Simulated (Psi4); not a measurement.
Psi4 1.11, HF/def2-svp: Si(All)(OH)2(OMe) (C=CC[Si](O)(O)OC), 18 atoms. The geometry is a generated start, not checked to be a minimum at this level.

```yaml
task: energy
method: scf
basis: def2-svp
memory: 3 GB
maxiter: 100
keys_of_the_molecule_block: symmetry c1
scf_type: df (default)
e_convergence: 1e-06 (default)
d_convergence: 1e-06 (default)
basis_functions: 166
```

```xyz
18

C     -3.0786    -0.7985    -0.4255
C     -2.0575    -0.8095     0.4128
C     -1.1141     0.3183     0.6315
Si     0.5996    -0.0811    -0.0933
O      0.5328    -0.3284    -1.7127
O      1.2650    -1.4491     0.4816
O      1.4950     1.1898     0.3571
C      2.8900     1.3352     0.3111
H     -3.7299    -1.6485    -0.5530
H     -3.3167     0.0728    -1.0154
H     -1.8464    -1.7017     0.9886
H     -1.5134     1.2260     0.1816
H     -1.0121     0.4979     1.7006
H      0.1328     0.3240    -2.2815
H      0.9994    -2.2845     0.1056
H      3.3606     0.6511     1.0198
H      3.1216     2.3652     0.5808
H      3.2719     1.1210    -0.6896
```

With the defaults (damping_percentage = 0, diis_max_vecs = 10, guess = auto, which took SAD, scf_initial_accelerator = adiis, level_shift = 0, level_shift_cutoff = 0.01) it converges in 8 SCF iterations. One run each on 2 threads, with these changes:
- diis_max_vecs = 20
- diis_max_vecs = 6
- guess = modhuckel
- level_shift = 0.1, level_shift_cutoff = 0.001
- guess = huckel
- scf_initial_accelerator = ediis
- diis_max_vecs = 3
- guess = core
- damping_percentage = 60

Task: Which of these changes keep the SCF from converging, or lead it to another solution?

Result: No convergence: damping_percentage = 60 (the run ends without SCF convergence in 100 iterations). The rest reach the solution of the defaults.

```
setting                                        SCF iterations             end
---------------------------------------------  --------------  --------------
the defaults                                                8   same solution
diis_max_vecs = 6                                           8   same solution
diis_max_vecs = 20                                          8   same solution
scf_initial_accelerator = ediis                             8   same solution
diis_max_vecs = 3                                           9   same solution
guess = huckel                                              9   same solution
level_shift = 0.1, level_shift_cutoff = 0.001               9   same solution
guess = modhuckel                                          10   same solution
guess = core                                               16   same solution
damping_percentage = 60                                   100  no convergence
```
